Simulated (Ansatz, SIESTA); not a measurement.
LaSi2Ir2 (P1, 5 atoms in the cell) computed with different codes at matched settings

Self-consistent single point, at a second geometry (atoms moved at random). First geometry:

```
La(SiIr)2
1.0
   -2.06493     2.06493     5.17361
    2.06493    -2.06493     5.17361
    2.06493     2.06493    -5.17361
La Si Ir
1 2 2
Cartesian
  0.00000   0.00000   0.00000
  0.00000   0.00000   6.50882
  0.00000   0.00000   3.83840
  2.06493   0.00000   2.58681
  0.00000   2.06493   2.58681
```

Second geometry:
```
La(SiIr)2
1.0
   -2.06493     2.06493     5.17361
    2.06493    -2.06493     5.17361
    2.06493     2.06493    -5.17361
La Si Ir
1 2 2
Direct
  0.00571   0.00187   0.99444
  0.61447   0.62336   0.97569
  0.38205   0.38151   0.01812
  0.24718   0.74117   0.49905
  0.75059   0.25209   0.51270
```

Shared settings, as Ansatz (a program for electronic structure) writes them: kpoints.mp_grid.grid = 9 9 9; scf.occupations.method = gaussian; scf.occupations.width = 0.02 Ry. Potentials and cutoffs stand in the table.

```csv
code,model,ΔF from the first geometry (meV/atom),pressure (GPa),largest force (eV/Å),cutoff
Ansatz,"PBEsol, PAW files made with PBE",32.3,-2.35,1.480,30.9 Ry
SIESTA,"GGA PBEsol, numerical atomic orbitals DZP, PseudoDojo PBEsol standard norm-conserving potentials (rewritten from UPF to PSML)",36.2,-1.54,1.594,grid 300 Ry
```

Size of the force on each atom (eV/Å): Sizes of forces hide their directions.

```csv
code,La1,Si2,Si3,Ir4,Ir5
Ansatz,0.723,1.480,0.591,1.312,1.275
SIESTA,0.888,1.594,0.637,1.468,1.421
```

On Ansatz's run: spin-orbit coupling is off. Spin polarisation is off.

The spread over the programs that give each value: ΔF from the first geometry within 3.9 meV/atom; pressure within 0.81 GPa; largest force within 0.114 eV/Å.

SIESTA uses small atom-centred bases, whose incompleteness enters pressures, forces and empty levels differently from a plane-wave cutoff. Ansatz's pressure is given at a fixed set of plane waves, as the other plane-wave codes print theirs.

The starting cell comes from a database of computed structures (which also holds hypothetical and non-ambient phases and stackings), without a prior relaxation at this level. For this run, on top of that: atoms moved at random.

Keys are those of Ansatz 0.2.
